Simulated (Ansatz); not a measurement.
**Sn: isotropic strain −5.14 %**

Base system: Sn in the diamond structure (space group Fd-3m, No. 227; a = 6.569 Å).

The change: every lattice vector is shortened by 5.14 %; the atoms relax in the strained cell.

Level of theory: Kohn–Sham DFT with the r2SCAN functional, run in Ansatz (a quantum-chemistry and plane-wave program) with PAW and 500 eV plane waves, no SOC, earlier PAW set. k-mesh 12×12×12 (Γ-centred); smearing 0.05 eV (Fermi–Dirac).

| quantity | base | changed | shift |
|---|---|---|---|
| volume per atom | 35.43 Å³ | 30.24 Å³ | -5.19 Å³ |
| space group | Fd-3m (No. 227) | Fd-3m (No. 227) | – |
| energy relative to the base (free energy F) | 0 meV/atom | +137 meV/atom | +137 meV/atom |
| pressure | 0.0 GPa | 9.9 GPa | +9.9 GPa |
| band gap | zero | 0.43 eV | – |
| gap character | absent | indirect, Γ → L | – |
| electron mass | – | 1.7 mₑ along k, 0.080 mₑ across (at L) | – |
| hole mass (degenerate bands, along [100]) | – | 0.027, 0.16, 0.16 mₑ (at Γ) | – |
| valley order (the lowest conduction-band minima on the path, energy above the VBM, named in the base's zone) | – | L along ⟨111⟩ 0.43 eV; a point along ⟨100⟩, about 0.7 Å⁻¹ from Γ 0.57 eV; Γ 0.57 eV | – |

Final structure:

```xyz
2
Lattice="0.0000 3.1156 3.1156 3.1156 0.0000 3.1156 3.1156 3.1156 0.0000" Properties=species:S:1:pos:R:3 pbc="T T T"
Sn     3.1156     3.1156     3.1156
Sn     4.6734     4.6734     4.6734
```

Effective masses come from finite differences of ±0.01 Å⁻¹. Along k means along the line from Γ to the band edge. No phonon test of stability was made.
